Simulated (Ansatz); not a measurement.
Base system: GaP in the zinc blende structure (space group F-43m, No. 216).

```yaml
crystal:
  lattice:
    - [0.00000, 2.71928, 2.71928]
    - [2.71928, 0.00000, 2.71928]
    - [2.71928, 2.71928, 0.00000]
  atoms:
    - { symbol: Ga, position: [0.00000, 0.00000, 0.00000] }
    - { symbol: P, position: [0.25000, 0.25000, 0.25000] }
```

Cartesian axes are those of the cell as printed.

Method: plane-wave PAW DFT at the PBEsol level (Ansatz, a first-principles code, 420 eV), without spin-orbit coupling.

For the base:

| Property | Value |
|---|---|
| Band gap | 1.45 eV |
| Pressure | 0.00 GPa |

One thing is altered: biaxial strain +3.00 %, plane normal [001], relaxed out of plane (Cartesian); in-plane vectors clamped, the third vector and the atoms free.

**Question.** What happens to the band gap, ratio −ε⊥/ε∥ and pressure?

**Answer.** The band gap decreases by 0.458 eV (1.45 eV → 1.00 eV); the ratio −ε⊥/ε∥ is 0.91; the pressure (mean of the normal stresses, compression positive) goes from zero to -2.55 GPa.

Whether these cells are dynamically stable was not tested.
